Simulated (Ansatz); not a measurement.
**AlP (model structure, within 0.1 Å of P6₃/mmc, No. 194, 8 atoms in the cell): volume per atom by level of theory**

No measured value is used here.

```csv
level (code),value (Å³/atom)
PBE (Ansatz),16.24
PBEsol (Ansatz),15.89
PBE-D3(BJ) (Ansatz),(withheld)
```

### Question
What belongs in the gaps?

### Answer

- PBE-D3(BJ) (Ansatz, an electronic-structure program), value (Å³/atom): 15.64

Ansatz's density-functional and Hartree–Fock values are scalar-relativistic unless marked +SOC, with PAW data made under PBE.

A model structure was made by putting elements into a prototype or built by hand; it is no filed structure, need not be a known phase, and can be a saddle point held by its symmetry.
